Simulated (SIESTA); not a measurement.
# A self-consistent single point of NbH (Cmme, 4 atoms in the cell) with SIESTA

Computed with LDA PW92, numerical atomic orbitals TZP, PseudoDojo LDA standard norm-conserving potentials (rewritten from UPF to PSML) in SIESTA.

This input was run:

```
# files in the folder: Nb.psml H.psml (PseudoDojo LDA standard)
SystemName  NbH
SystemLabel siesta

NumberOfAtoms                4
NumberOfSpecies              2
%block ChemicalSpeciesLabel
  1 41 Nb
  2 1 H
%endblock ChemicalSpeciesLabel
LatticeConstant              1.0 Ang
%block LatticeVectors
     1.854223000   -2.404687000    0.000000000
     1.854223000    2.404687000    0.000000000
     0.000000000    0.000000000    4.827290000
%endblock LatticeVectors
AtomicCoordinatesFormat      ScaledCartesian
%block AtomicCoordinatesAndAtomicSpecies
     1.854223000   -1.202343500    1.297768644  1
     1.854223000    1.202343500    3.529521356  1
     0.927111500    0.000000000    0.000000000  2
     2.781334500    0.000000000    0.000000000  2
%endblock AtomicCoordinatesAndAtomicSpecies

XC.functional                LDA
XC.authors                   PW92
PAO.BasisSize                TZP
PAO.EnergyShift              0.005 Ry
MeshCutoff                   300 Ry
%block kgrid.MonkhorstPack
   11   0   0  0.0
    0  11   0  0.0
    0   0   7  0.0
%endblock kgrid.MonkhorstPack
OccupationFunction           MP
OccupationMPOrder            0
ElectronicTemperature        0.136 eV

MaxSCFIterations             150
SCF.Mixer.Method             Pulay
SCF.Mixer.Weight             0.25
SCF.Mixer.History            6
SCF.DM.Tolerance             1.0E-04
Diag.ParallelOverK           true
WriteForces                  true
Charge.Mulliken              end
```

The program printed (abridged):

```
reinit: Reading from file input.fdf

reinit: System Name: NbH
reinit: System Label: siesta

coor:   Atomic-coordinates input format  =     Cartesian coordinates
coor:                                          (in units of alat)

siesta: Atomic coordinates (Bohr) and species
siesta:      3.50397  -2.27210   2.45243  1        1
siesta:      3.50397   2.27210   6.66983  1        2
siesta:      1.75199   0.00000   0.00000  2        3
siesta:      5.25596   0.00000   0.00000  2        4

siesta: System type = bulk

initatomlists: Number of atoms, orbitals, and projectors:      4    62    46

siesta: ******************** Simulation parameters ****************************
redata: Spin configuration                          = none
redata: Time-Reversal Symmetry                      = T
redata: Number of Atomic Species                    =        2
redata: Mesh Cutoff                                 =   300.0000 Ry
redata: Net charge of the system                    =     0.0000 |e|
redata: Min. number of SCF Iter                     =        0
redata: Max. number of SCF Iter                     =      150
redata: SCF convergence failure will abort job
redata: SCF mix quantity                            = Hamiltonian
redata: Mix DM or H after convergence               =   F
redata: Recompute H after scf cycle                 =   F
redata: Mix DM in first SCF step                    =   T
redata: No kicks to SCF
redata: DM Mixing Weight for Kicks                  =     0.5000
redata: Require Harris convergence for SCF          =   F
redata: Harris energy tolerance for SCF             =     0.000100 eV
redata: Require DM convergence for SCF              =   T
redata: DM tolerance for SCF                        =     0.000100
redata: Require EDM convergence for SCF             =   F
redata: EDM tolerance for SCF                       =     0.001000 eV
redata: Require H convergence for SCF               =   T
   [... lines left out ...]
diag: Used triangular part                          = Lower
diag: Absolute tolerance                            =  0.100E-15
diag: Orthogonalization factor                      =  0.100E-05
diag: Memory factor                                 =  1.0000

superc: Internal auxiliary supercell:     7 x     7 x     5  =     245
superc: Number of atoms, orbitals, and projectors:    980  15190  11270

                        Single-point calculation

superc: Internal auxiliary supercell:     7 x     7 x     5  =     245
superc: Number of atoms, orbitals, and projectors:    980  15190  11270

outcell: Unit cell vectors (Ang):
        1.854223   -2.404687    0.000000
        1.854223    2.404687    0.000000
        0.000000    0.000000    4.827290

outcell: Cell vector modules (Ang)   :    3.036554    3.036554    4.827290
outcell: Cell angles (23,13,12) (deg):     90.0000     90.0000    104.7293
outcell: Cell volume (Ang**3)        :     43.0481
new_DM -- step:     1
Initializing Density Matrix...

Attempting to read DM from file... Failed...
DM filled with atomic data:

InitMesh: MESH = 32 x 32 x 54 = 55296
InitMesh: Mesh cutoff (required, used) =   300.000   328.143 Ry

stepf: Methfessel-Paxton step function
       Using Hermite-Gauss polynomials of order  0
        iscf     Eharris(eV)        E_KS(eV)     FreeEng(eV)     dDmax    Ef(eV) dHmax(eV)
   scf:    1    -3402.617834    -3421.279056    -3421.285946  0.667296 -3.809803  6.378116
   scf:    2    -3425.147713    -3423.398526    -3423.405621  0.190797 -4.350375  3.377008
   scf:    3    -3424.694805    -3424.180849    -3424.189515  0.149212 -4.888998  0.561679
   scf:    4    -3424.226885    -3424.211136    -3424.220385  0.041853 -5.008763  0.035077
   scf:    5    -3424.211089    -3424.211200    -3424.220563  0.006378 -5.033082  0.046128
   scf:    6    -3424.211240    -3424.211341    -3424.220646  0.005999 -5.017195  0.034763
   scf:    7    -3424.211437    -3424.211406    -3424.220734  0.001646 -5.024680  0.004511
   scf:    8    -3424.211405    -3424.211406    -3424.220735  0.000283 -5.025254  0.001352
   scf:    9    -3424.211405    -3424.211405    -3424.220735  0.000101 -5.025570  0.000012
   scf:   10    -3424.211405    -3424.211405    -3424.220735  0.000001 -5.025570  0.000009
SCF Convergence by DM+H criterion
max |DM_out - DM_in|         :     0.0000014771
max |H_out - H_in|      (eV) :     0.0000085670
SCF cycle converged after 10 iterations

Using DM_out to compute the final energy and forces

siesta: E_KS(eV) =            -3424.2114

siesta: E_KS - E_eggbox =     -3424.2114

siesta: Atomic forces (eV/Ang):
     1    0.000000   -0.000000    0.082725
     2    0.000000   -0.000000   -0.082725
     3    0.000000   -0.000000    0.000000
     4    0.000000    0.000000    0.000000
   Tot    0.000000   -0.000000   -0.000000
   Max    0.082725
   Res    0.033772    sqrt( Sum f_i^2 / 3N )
   Max    0.082725    constrained

Stress tensor Voigt[x,y,z,yz,xz,xy] (kbar):      131.60      122.46      128.52       -0.00       -0.00        0.00
(Free)E + p*V (eV/cell)    -3427.6472
Target enthalpy (eV/cell)    -3424.2207

siesta: Program's energy decomposition (eV):
siesta: Ebs     =      -775.834816
siesta: Eions   =      5825.174557
siesta: Ena     =      1650.092019
siesta: Ekin    =      1008.504809
siesta: Enl     =       420.517753
siesta: Eso     =         0.000000
siesta: Edftu   =         0.000000
siesta: DEna    =        45.171963
siesta: DUscf   =         2.628399
siesta: DUext   =         0.000000
siesta: Ex      =      -657.247085
siesta: Ec      =       -68.704707
siesta: Exc     =      -725.951792
siesta: Eharris =     -3424.211405
siesta: Etot    =     -3424.211405
siesta: FreeEng =     -3424.220735

siesta: Atomic forces (eV/Ang):
siesta:      1    0.000000   -0.000000    0.082725
siesta:      2    0.000000   -0.000000   -0.082725
siesta:      3    0.000000   -0.000000    0.000000
siesta:      4    0.000000    0.000000    0.000000
siesta: ----------------------------------------
siesta:    Tot    0.000000   -0.000000   -0.000000

siesta: Stress tensor (static) (eV/Ang**3):
siesta:     0.082137   -0.000000   -0.000000
siesta:     0.000000    0.076434    0.000000
siesta:    -0.000000   -0.000000    0.080217

siesta: Cell volume =         43.048092 Ang**3

siesta: Pressure (static):
siesta:                Solid            Molecule  Units
siesta:          -0.00086691         -0.00085134  Ry/Bohr**3
siesta:          -0.07959610         -0.07816652  eV/Ang**3
siesta:        -127.52701191       -125.23657161  kBar

mulliken: Atomic and Orbital Populations:

Species: Nb
Atom  Qatom  Qorb
               4s      5s      5s      5s      4py     4pz     4px     5py
               5pz     5px     4dxy    4dyz    4dz2    4dxz    4dx2-y2 4dxy
               4dyz    4dz2    4dxz    4dx2-y2 4dxy    4dyz    4dz2    4dxz
               4dx2-y2
   1 12.791   1.837   0.106   0.094   0.364   1.904   1.905   1.919   0.336
              0.327   0.286   0.543   0.469   0.620   0.547   0.602   0.028

              0.086  -0.004   0.044   0.007   0.255   0.043   0.183   0.220

              0.071
   2 12.791   1.837   0.106   0.094   0.364   1.904   1.905   1.919   0.336
              0.327   0.286   0.543   0.469   0.620   0.547   0.602   0.028

              0.086  -0.004   0.044   0.007   0.255   0.043   0.183   0.220

              0.071

Species: H
Atom  Qatom  Qorb
               1s      1s      1s      2Ppy    2Ppz    2Ppx
   3  1.209   0.117   0.520   0.378   0.065   0.065   0.065
   4  1.209   0.117   0.520   0.378   0.065   0.065   0.065

mulliken: Qtot =       28.000

Mulliken Atomic Populations:
Atom #   charge [q] valence [e]  Species
     1     0.208836   12.791164  Nb
     2     0.208836   12.791164  Nb
     3    -0.208836    1.208836  H
     4    -0.208836    1.208836  H
 Total    -0.000000
```

The run converged in 10 iterations.

The starting cell comes from a database of computed structures (which also holds hypothetical and non-ambient phases and stackings), without a prior relaxation at this level. Its lattice was rescaled by a random factor within 2.5 % of one. Spin polarisation is off. Values carry the incompleteness of an atom-centred basis. With a pressure of about -13 GPa the cell is away from its equilibrium volume at this level.

Cost on one core of a shared machine: roughly 60 s.
